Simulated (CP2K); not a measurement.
Troubleshooting CP2K: a failed run on As (P-1, 2 atoms in the cell). The aim is a self-consistent single point with DFT PBEsol, GPW, DZVP-MOLOPT-SR-GTH basis, GTH-PBE potentials (GTH_POTENTIALS).

Cell that was meant: a = 3.0167 Å, b = 3.0167 Å, c = 4.8978 Å, α = 90.00°, β = 90.00°, γ = 120.00°.

Part of the input:

```
      EPS_DEFAULT 1E-10
    &END QS
    &MGRID
      CUTOF 400
      REL_CUTOFF 50
      NGRIDS 5
    &END MGRID
```

Output (repeated stretches shortened):

```
 Possible matches for unknown keyword

 CUTOF

   keyword CUTOFF in section %__ROOT__%FORCE_EVAL%DFT%MGRID score:  109
   keyword CUTOFF in section %__ROOT__%FORCE_EVAL%PROPERTIES%TDDFPT%MGRID score:  109
   keyword CUTOFF in section %__ROOT__%FORCE_EVAL%PROPERTIES%RIXS%TDDFPT%MGRID score:  109
   keyword REL_CUTOFF in section %__ROOT__%FORCE_EVAL%DFT%MGRID score:  105
   keyword REL_CUTOFF in section %__ROOT__%FORCE_EVAL%PROPERTIES%TDDFPT%MGRID score:  105

 *******************************************************************************
 *   ___                                                                       *
 *  /   \                                                                      *
 * [ABORT]                                                                     *
 *  \___/             found an unknown keyword CUTOF in section MGRID          *
 *    |                                                                        *
 *  O/|                                                                        *
 * /| |                                                                        *
 * / \                                               input/input_parsing.F:253 *
 *******************************************************************************

 ===== Routine Calling Stack =====

            5 section_vals_parse
            4 section_vals_parse
            3 section_vals_parse
            2 section_vals_parse
            1 read_input
Abort(1) on node 0 (rank 0 in comm 0): application called MPI_Abort(MPI_COMM_WORLD, 1) - process 0
```

Question: Read the log: what does the program object to, and what is the fix?

Answer: The fault is a keyword that the program does not know. The program does not know a key of this name. To fix it, use the program's own name for the key. The program stopped before any SCF iteration.

The sound input it was made from differs as follows (other fixes are possible):
```diff
-      CUTOF 400
+      CUTOFF 400
```

With that input, the run converged in 9 iterations: free energy E − TS -341.9735 eV; Fermi level (on the code's own zero) 7.05 eV; pressure -2.19 GPa; largest force (vector length) 0.102 eV/Å (DFT PBEsol, GPW, DZVP-MOLOPT-SR-GTH basis, GTH-PBE potentials (GTH_POTENTIALS)).

On the sound input: the starting cell was generated: these elements placed on a structure prototype, without a prior relaxation; it need not be a known phase or ordering of this composition. Its atoms were displaced at random from the sites of space group no. 194. Values carry the incompleteness of an atom-centred basis. The potentials were made for another functional than the one used.
